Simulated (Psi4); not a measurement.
Psi4 1.11, WB97X/def2-tzvp: W(OH)2(H)4 ([OH][WH4][OH]), 9 atoms. The geometry is a generated start, not checked to be a minimum at this level.

```json
{
 "task": "gradient",
 "method": "wb97x",
 "basis": "def2-tzvp",
 "memory": "7 GB",
 "scf_type": "df (default)",
 "guess": "auto, which took SAD (default)",
 "diis_max_vecs": "10 (default)",
 "scf_initial_accelerator": "adiis (default)",
 "e_convergence": "1e-08 (default)",
 "d_convergence": "1e-08 (default)",
 "effective_core_potentials": "those of the basis set, past Kr",
 "basis functions (reference run)": "138",
 "grid points (reference run)": "1663188"
}
```

```xyz
9

W      0.0315    -0.3061    -0.4044
O      0.8768     1.2861     0.1986
H      1.2385     2.1227     0.5121
O     -0.9954    -0.3030     1.1932
H     -1.4361    -0.1926     2.0434
H     -0.8478    -1.9050    -0.9652
H     -1.2346     0.7577    -1.0978
H      1.2848    -1.1928     0.5192
H      1.0823    -0.2669    -1.9992
```
Charge 0, spin multiplicity 1.

Yardstick: the run with dft_radial_points = 200, dft_spherical_points = 974, dft_pruning_scheme = none (default), which is not proven converged either. Single runs; times are not shown.

Settings tried, all else as in the reference:
- dft_radial_points = 99, dft_spherical_points = 590, dft_pruning_scheme = robust
- dft_radial_points = 75 (default), dft_spherical_points = 302 (default)
- dft_radial_points = 50, dft_spherical_points = 194
- dft_radial_points = 35, dft_spherical_points = 110
- dft_radial_points = 75 (default), dft_spherical_points = 434
- dft_radial_points = 99, dft_spherical_points = 590
- dft_radial_points = 25, dft_spherical_points = 50
- dft_radial_points = 75 (default), dft_spherical_points = 302 (default), dft_pruning_scheme = treutler
- dft_radial_points = 150, dft_spherical_points = 770
- dft_radial_points = 99, dft_spherical_points = 590, dft_pruning_scheme = treutler
- dft_radial_points = 75 (default), dft_spherical_points = 302 (default), dft_pruning_scheme = robust

### Question
Sort the settings: which keep to the reference within 10 meV/atom in energy, 100 meV/Å in forces (largest component), and which don't?

### Answer
Within it: dft_radial_points = 99, dft_spherical_points = 590, dft_pruning_scheme = treutler; dft_radial_points = 99, dft_spherical_points = 590, dft_pruning_scheme = robust; dft_radial_points = 99, dft_spherical_points = 590; dft_radial_points = 150, dft_spherical_points = 770. Outside: dft_radial_points = 50, dft_spherical_points = 194; dft_radial_points = 75 (default), dft_spherical_points = 434; dft_radial_points = 75 (default), dft_spherical_points = 302 (default), dft_pruning_scheme = robust; dft_radial_points = 75 (default), dft_spherical_points = 302 (default); dft_radial_points = 75 (default), dft_spherical_points = 302 (default), dft_pruning_scheme = treutler; dft_radial_points = 35, dft_spherical_points = 110; dft_radial_points = 25, dft_spherical_points = 50.

```json
[
 {"setting": "the reference", "grid points": "1663188", "energy against the reference": "—", "difference in forces (largest component)": "—"},
 {"setting": "dft_radial_points = 99, dft_spherical_points = 590, dft_pruning_scheme = treutler", "grid points": "292893", "energy against the reference": "+1.9 meV/atom", "difference in forces (largest component)": "14 meV/Å"},
 {"setting": "dft_radial_points = 99, dft_spherical_points = 590, dft_pruning_scheme = robust", "grid points": "371421", "energy against the reference": "+1.9 meV/atom", "difference in forces (largest component)": "14 meV/Å"},
 {"setting": "dft_radial_points = 99, dft_spherical_points = 590", "grid points": "502845", "energy against the reference": "+1.9 meV/atom", "difference in forces (largest component)": "14 meV/Å"},
 {"setting": "dft_radial_points = 150, dft_spherical_points = 770", "grid points": "991146", "energy against the reference": "−0.089 meV/atom", "difference in forces (largest component)": "28 meV/Å"},
 {"setting": "dft_radial_points = 50, dft_spherical_points = 194", "grid points": "85236", "energy against the reference": "+3.5 meV/atom", "difference in forces (largest component)": "160 meV/Å"},
 {"setting": "dft_radial_points = 75 (default), dft_spherical_points = 434", "grid points": "281874", "energy against the reference": "−5.5 meV/atom", "difference in forces (largest component)": "200 meV/Å"},
 {"setting": "dft_radial_points = 75 (default), dft_spherical_points = 302 (default), dft_pruning_scheme = robust", "grid points": "142458", "energy against the reference": "−5.4 meV/atom", "difference in forces (largest component)": "200 meV/Å"},
 {"setting": "dft_radial_points = 75 (default), dft_spherical_points = 302 (default)", "grid points": "196358", "energy against the reference": "−5.4 meV/atom", "difference in forces (largest component)": "200 meV/Å"},
 {"setting": "dft_radial_points = 75 (default), dft_spherical_points = 302 (default), dft_pruning_scheme = treutler", "grid points": "119226", "energy against the reference": "−5.4 meV/atom", "difference in forces (largest component)": "200 meV/Å"},
 {"setting": "dft_radial_points = 35, dft_spherical_points = 110", "grid points": "33953", "energy against the reference": "−50 meV/atom", "difference in forces (largest component)": "440 meV/Å"},
 {"setting": "dft_radial_points = 25, dft_spherical_points = 50", "grid points": "10985", "energy against the reference": "−66 meV/atom", "difference in forces (largest component)": "180 meV/Å"}
]
```

Total energies are compared; such shifts often cancel in part in energy differences. The gradients leave out the derivatives of the grid weights. No test of the SCF solution's stability was run. The tolerance is a choice made for this comparison.
